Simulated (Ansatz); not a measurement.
A constructed model of the (100) surface of fcc Cu, a layer of Zn in place of the third plane (bottom of the slab: a bare face, its two planes held)

The numbers are results of PBE (plane waves to 420 eV, PAW; Ansatz, a first-principles code), not measurements.

Model: 6-atom slab, 9.0 Å thick at the start (thin: gaps and levels are the slab's own), 15x15x1 mesh, Fermi-Dirac 0.1 eV, dipole correction, 2 atoms held, the rest relaxed; start symmetry kept, larger cells not searched; no spin, no spin-orbit, no U. In PBE it is, or lies within 0.01 eV a 1x1 cell of, the lowest of the 2 structures of its composition computed so far; larger cells were not tried.

```
Item                                                    Value
-----------------------------  ------------------------------
work function of the top face                         4.43 eV
energy released by relaxation                        0.099 eV
cost                           around 70 core-seconds (rough)
```
